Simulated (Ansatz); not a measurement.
Abridged Ansatz (a first-principles code) output:

```
Relaxation: its limit of steps is 50 (relax.max_steps)
Pseudopotential: O, paw, valence charge 6
Pseudopotential: Mg, paw, valence charge 10
Crystal: 2 atoms, lattice volume = 18.579 Å³
Basis set: ecut = 500 eV, 479 PW (Γ), exchange–correlation on 96×96×96 points (64 copies of the dense FFT grid, shifted against one another)
Bands: 12, of which v1, the nominal top of the filled ones, is band 8 counted from 1 (7 counted from 0)
Symmetry: 8 space group operations
k-points: 343 of 2197
Functional: x = r2scan, c = r2scan; τ floored in thin density (d = 2e-4 eV/Å³)
SCF iter   1: F=—  HF=-2498.249000 eV  |F-HF|=—  |Δ(HF+E_count)|=         —  Δρ=9.85e-3  dr2=1.04e-2  dr2_τ=7.16e-2  ethr=1.77e-3  ⟨swp⟩=5.8  Hψ=24508  notcnv=0
SCF iter   2: F=—  HF=-2498.333226 eV  |F-HF|=—  |Δ(HF+E_count)|=   8.42e-2  Δρ=4.73e-3  dr2=1.62e-3  dr2_τ=2.38e-4  ethr=6.50e-5  ⟨swp⟩=2.0  Hψ=10876  notcnv=0
SCF 1 converged in 8 iterations: F = -2498.333273 eV  dr2 = 2.89e-12
relax step   1: F+E_penalty+E_count = -2498.33327267 eV  Δ(F+E_penalty+E_count) = +0.000e0 eV  max|allowed force component| = 2.524e-29 eV/Å  Δτ_max = 0.0000 Å  (8 SCF iters, accepted)
Crystal: 2 atoms, lattice volume = 18.579 Å³
SCF iter   1: F=—  HF=-2498.333273 eV  |F-HF|=—  |Δ(HF+E_count)|=         —  Δρ=1.47e-7  dr2=2.89e-12  dr2_τ=8.66e-14  ethr=1.00e-12  ⟨swp⟩=1.0  Hψ=26009  notcnv=0
SCF iter   2: F=-2498.333273 eV  HF=-2498.333273 eV  |F-HF|=4.55e-13  |Δ(HF+E_count)|=    0.00e0  Δρ=9.89e-8  dr2=5.70e-13  dr2_τ=1.21e-13  ethr=1.00e-12  ⟨swp⟩=3.0  Hψ=9785  notcnv=0
SCF 2 converged in 2 iterations: F = -2498.333273 eV  dr2 = 5.70e-13
SCF converged after 2 iterations
Free energy (F): -2498.333273 eV
Internal energy: -2498.333273 eV  (E = F + TS)
E sigma→0 (E₀):  -2498.333273 eV
Fermi energy:    10.706282 eV
--- Forces (eV/Å), atoms counted from 1 ---
  atom   1  O      0.00000000    -0.00000000     0.00000000
  atom   2  Mg     0.00000000     0.00000000     0.00000000
--- Stress (GPa, compression-positive) ---
        0.032861      -0.000000       2.163055
       -0.000000      -0.009711      -0.000000
        2.163055      -0.000000       0.032861
  P = ⅓ Tr σ = 0.0187 GPa (0.187 kbar)
--- Relaxed structure (1 steps of the walk, 1 accepted, 0 SCFs on fresh bases) ---
  atoms:
    - { symbol: O, position: [0.0, 0.0, 0.0] }
    - { symbol: Mg, position: [0.4999999999999999, 0.5000000000000001, 0.4999999999999999] }
```

Question: What was computed, and what are the main results?

Answer: MgO, 2 atoms in the cell, with Ansatz r2SCAN, without spin-orbit coupling. The last SCF converged to F = -2498.333273 eV, or -1249.1666 eV per atom, at a pressure of 0.02 GPa. The total energy compares only with runs of the same code, potentials and settings.

The cells carry an imposed strain or load. Whether these cells are dynamically stable was not tested. The cell was made from MgO in the rock salt structure (space group Fm-3m, No. 225) by this change: tensor shear ε_xz = −0.69 %.

Keys are those of Ansatz 0.2.
